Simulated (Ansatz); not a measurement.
**What isotropic strain +2.00 % does to KCl**

Consider KCl in the rock salt structure (space group Fm-3m, No. 225; a = 6.243 Å).

It is then changed as follows: an isotropic linear strain of +2.00 %, atoms relaxed at fixed cell.

Calculations: DFT with PBEsol, PAW potentials and a 420 eV plane-wave cutoff in Ansatz (an electronic-structure program), no SOC. Γ-centred 9×9×9 mesh, Fermi–Dirac width 0.05 eV.

```csv
quantity,base,changed,shift
volume per atom,30.41 Å³,32.27 Å³,+1.86 Å³
space group,Fm-3m (No. 225),Fm-3m (No. 225),–
shortest interatomic distance,3.121 Å,3.184 Å,+0.0624 Å
energy relative to the base (free energy F),0 meV/atom,+5.7 meV/atom,+5.7 meV/atom
pressure,0.1 kbar,-9.4 kbar,-9.5 kbar
band gap,5.10 eV,4.92 eV,-0.186 eV
gap character,direct at Γ,direct at Γ,–
mean gap deformation potential ΔEg/Δln V,–,-3.1 eV,–
width of the top valence band,0.50 eV,0.47 eV,-0.03 eV
electron mass,0.43 mₑ (at Γ),0.44 mₑ (at Γ),–
```

Effective masses come from finite differences of ±0.01 Å⁻¹. Gaps are read on the SCF mesh and a high-symmetry path. No phonon test of stability was made.
